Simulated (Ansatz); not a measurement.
Take CaO in the rock salt structure (space group Fm-3m, No. 225) as the base.

```cif
data_Ca4O4
_chemical_formula_sum 'Ca4 O4'
_space_group_name_H-M_alt 'Fm-3m'
_space_group_IT_number 225
_space_group_name_Hall '-F 4 2 3'
_cell_length_a 4.76696
_cell_length_b 4.76696
_cell_length_c 4.76696
_cell_angle_alpha 90.000
_cell_angle_beta 90.000
_cell_angle_gamma 90.000
loop_
_atom_site_label
_atom_site_type_symbol
_atom_site_symmetry_multiplicity
_atom_site_Wyckoff_symbol
_atom_site_fract_x
_atom_site_fract_y
_atom_site_fract_z
_atom_site_occupancy
Ca1 Ca 4 a 0.00000 0.00000 0.00000 1
O1 O 4 b 0.50000 0.50000 0.50000 1
```
(The calculation used a cell of 2 atoms; values per cell refer to that cell.)

Calculations: PBEsol in Ansatz (plane waves to 420 eV, PAW, scalar-relativistic without spin-orbit coupling).

Before the change:

| Item | Result |
|---|---|
| Valley order | X along ⟨100⟩ 3.54 eV; Γ 4.78 eV |

Now apply this change: hole doping at 2.0×10^22 cm⁻³ (0.542 per cell), with a uniform compensating background at fixed cell and a 300 K Fermi–Dirac width.

Q: Predict the new valley order.

A: The valley order (the lowest conduction-band minima on the path, energy above the VBM, named in the base's zone) goes from X along ⟨100⟩ 3.54 eV; Γ 4.78 eV to X along ⟨100⟩ 4.73 eV; Γ 5.82 eV.

Q: Estimate the effect on the Fermi level from band edge.

A: The Fermi level relative to the doped band's edge (positive inside the band; to 0.05 eV) comes out as +0.40 eV.

Carriers are added with a uniform compensating background; total energy and stress of such cells depend on the potential's zero and are not compared; many-body gap narrowing is missing at this level. The levels and masses belong to the bands next to the band gap. No phonon test of stability was made. The base started in Cmce and relaxed to Fm-3m at this level.

Ansatz is an electronic-structure program.
